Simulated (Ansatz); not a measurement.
Consider Sn in the diamond structure (space group Fd-3m, No. 227; relaxed with 0.1 eV smearing).

```yaml
crystal:
  lattice:
    - [0.00000, 3.23724, 3.23724]
    - [3.23724, 0.00000, 3.23724]
    - [3.23724, 3.23724, 0.00000]
  atoms:
    - { symbol: Sn, position: [0.00000, 0.00000, 0.00000] }
    - { symbol: Sn, position: [0.25000, 0.25000, 0.25000] }
```

Cartesian axes are those of the cell as printed.

All numbers come from LDA (Ansatz, an electronic-structure program, PAW, scalar-relativistic without spin-orbit coupling).

Base values:

* **Pressure**: 0.0 GPa

The change: tensile biaxial strain of 0.83 % in the plane normal to [111], as in epitaxy on a mismatched substrate; the out-of-plane cell vector and the atoms relax.

Q: What happens to the pressure, ratio −ε⊥/ε∥ and energy relative to the base?

A: The pressure (mean of the normal stresses, compression positive) goes from zero to -0.5 GPa; the ratio −ε⊥/ε∥ comes out as 0.62; the energy grows by 1.4 meV/atom.

Stability against distortions was not tested.
